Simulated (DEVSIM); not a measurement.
# Schottky contact on n-type InP

Device: Schottky contact on n-type InP, at 300 K.

```csv
layer (left to right),material,thickness (μm),Nd (cm⁻³),τn (s),τp (s)
1,InP,7.50,1.6e16,2.9e-9,2.9e-9
```

Left contact: Schottky, work function 5.17 eV, emission velocity 2.9e6 cm/s. Right contact: ohmic. Voltage is applied to the left contact. Recombination: SRH at mid-gap, radiative. Mobility is μmin + (μ − μmin)/(1 + (N/Nref)^α).

The device is made up for the run: typed textbook-type constants, with dimensions and the other settings drawn at random. Values at 300 K.

| parameter | InP |
|---|---|
| gap (eV) | 1.344 |
| affinity (eV) | 4.38 |
| permittivity | 12.5 |
| Nc (cm⁻³) | 5.7e17 |
| Nv (cm⁻³) | 1.1e19 |
| μn (cm²/Vs) | 5200 |
| μp (cm²/Vs) | 170 |
| μn,min | 400 |
| μp,min | 10 |
| Nref,n | 3e17 |
| Nref,p | 4.9e17 |
| αn | 0.47 |
| αp | 0.62 |
| B (cm³/s) | 1.2e-10 |

DEVSIM, 1D drift-diffusion, Boltzmann statistics, complete ionisation; no tunnelling, impact ionisation, image-force lowering or self-heating. Metal contacts follow the ideal Schottky-Mott rule: no Fermi-level pinning, no interface dipoles.

| Property | Result |
|---|---|
| Potential step across the device at zero bias | 0.698 V |
| Largest field in the device at zero bias | 56000 V/cm |
| Dark forward voltage at 1 A/cm² | 0.468 V |
| Dark forward voltage at 100 A/cm² | 0.595 V |

Dark forward current:

```json
[
 {"V (V)": "0.05", "J (A/cm²)": "8.4e-8"},
 {"V (V)": "0.10", "J (A/cm²)": "6.6e-7"},
 {"V (V)": "0.15", "J (A/cm²)": "4.6e-6"},
 {"V (V)": "0.20", "J (A/cm²)": "3.2e-5"},
 {"V (V)": "0.25", "J (A/cm²)": "0.00022"},
 {"V (V)": "0.30", "J (A/cm²)": "0.0015"},
 {"V (V)": "0.35", "J (A/cm²)": "0.011"},
 {"V (V)": "0.40", "J (A/cm²)": "0.073"},
 {"V (V)": "0.45", "J (A/cm²)": "0.50"},
 {"V (V)": "0.50", "J (A/cm²)": "3.4"},
 {"V (V)": "0.55", "J (A/cm²)": "22"},
 {"V (V)": "0.60", "J (A/cm²)": "120"},
 {"V (V)": "0.65", "J (A/cm²)": "390"},
 {"V (V)": "0.70", "J (A/cm²)": "830"},
 {"V (V)": "0.75", "J (A/cm²)": "1400"},
 {"V (V)": "0.80", "J (A/cm²)": "2000"},
 {"V (V)": "0.85", "J (A/cm²)": "2600"}
]
```

Small-signal capacitance in reverse bias (quasi-static):

```tsv
V (V)	C (nF/cm²)
-0.04	44.6
-0.1	42.9
-0.2	40.3
-0.3	38.2
-0.4	36.4
-0.6	33.4
-0.8	31.0
-1	29.1
-1.3	26.8
-1.6	25.0
-2	23.0
```
